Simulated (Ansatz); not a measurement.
Consider Os in the hcp (Mg type) structure (space group P6_3/mmc, No. 194).

```xyz
2
Lattice="2.7549 0.0000 0.0000 -1.3774 2.3858 0.0000 0.0000 0.0000 4.3443" Properties=species:S:1:pos:R:3 pbc="T T T"
Os     1.3774     0.7953     3.2582
Os     0.0000     1.5905     1.0861
```

Level of theory: PBE (Ansatz, a program for electronic structure), no SOC.

One change was made to it. Results:

```tsv
quantity	base	after
lattice parameter a	2.755 Å	2.753 Å
c/a ratio	1.577	1.577
```

Problem. Name the change that was made.
A) pressure 22.5 GPa
B) pressure 15 GPa
C) pressure 4.5 GPa
D) pressure 0.9 GPa

Solution. D, pressure 0.9 GPa. For comparison, the lattice parameter a in the other runs: pressure 15 GPa gives 2.722 Å; pressure 4.5 GPa gives 2.744 Å; pressure 22.5 GPa gives 2.707 Å.

Load acts through the strain it causes; cell and atoms are relaxed under it. Whether these cells are dynamically stable was not tested. No other phases were tried under pressure. The final runs are not spin-polarised.
